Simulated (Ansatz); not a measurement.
Seebeck coefficient (μV/K, mean over directions) of p-type ZnS (F-43m) against carrier density, PBEsol, rigid bands (Ansatz, a program for electronic structure). Computed gap 2.08 eV; densities at which minority carriers matter at this gap, or further valleys turn the trend, are left out. Conductivity mass 0.74 mₑ (harmonic mean over directions), N_v = 8.0e19 cm⁻³ at 300 K.

```csv
hole density,300 K,500 K
1e16 cm⁻³,988,1054
1e17 cm⁻³,790,856
1e18 cm⁻³,592,658
3e18 cm⁻³,497,563
1e19 cm⁻³,…,460
3e19 cm⁻³,301,366
1e20 cm⁻³,204,265
3e20 cm⁻³,125,179
1e21 cm⁻³,63,100
```

Question: What belongs in the gaps?

Answer: 
- 1e19 cm⁻³, 300 K: 394

Rigid bands with a gap fixed in temperature, one relaxation time for all states, no polarons or phonon drag, and whether or not such doping can be reached. Spin-orbit coupling is left out; where it splits the top of the valence band, N_v and the p-type Seebeck coefficient come out somewhat high without it.
